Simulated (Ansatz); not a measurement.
Base system: TiB2 (space group P6/mmm, No. 191; a = 2.994 Å, c = 3.160 Å). Axes: x lies along a and z along c of the hexagonal cell.

The values are results of Kohn–Sham DFT with the LDA functional, run in Ansatz (a quantum-chemistry and plane-wave program) with PAW and 420 eV plane waves, spin-orbit coupling left out, not measurements.

Before the change:

| Quantity | Value |
|---|---|
| Shortest interatomic distance | 3.266 bohr |

It is then changed as follows: the cell is stretched by 3.00 % along x with no lateral relaxation; the atoms relax in the strained cell.

### Question
What happens to the energy relative to the base?

### Answer
The energy increases by 15 meV/atom.

### Question
What does the calculation give for the shortest interatomic distance after the change?

### Answer
The shortest interatomic distance increases by 0.0101 bohr (3.266 bohr → 3.277 bohr).

The mesh was chosen for an insulator and is coarse for the gapless case. Without a gap, meshes like the base's 13×13×10 leave anisotropic stresses uncertain by several tenths of a GPa, and small strain energies with them. Whether these cells are dynamically stable was not tested. The final runs are not spin-polarised.
